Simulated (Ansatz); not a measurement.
The starting structures come from a database of crystals and need not be the phases stable at ambient conditions.

Here is the system:

```yaml
crystal:
  lattice:
    - [6.37269, 0.00000, 0.00000]
    - [3.18634, 7.10354, 0.00000]
    - [3.18634, -1.42926, 2.84781]
  atoms:
    - { symbol: Al, position: [0.00000, 0.00000, 0.00000] }
    - { symbol: In, position: [0.00000, 0.50000, 0.50000] }
    - { symbol: Sb, position: [0.76663, 0.23337, 0.73337] }
    - { symbol: Sb, position: [0.73337, 0.76663, 0.26663] }
```

Space group of this cell: P-4m2. The cell is taken as given.

Transport runs along the normal of the first two printed cell vectors, the (111) plane of the conventional cell.

The gap is the functional's own. No spin-orbit coupling. Mid-gap values are interpolated on the energy grid.

Predict the band gap and the smallest decay constant κ at mid-gap from Ansatz (a quantum-chemistry and plane-wave program) with r2SCAN.

Gap 0.94 eV on a 10×10×10 mesh; κ = 0.059 1/Å, at the zone centre.
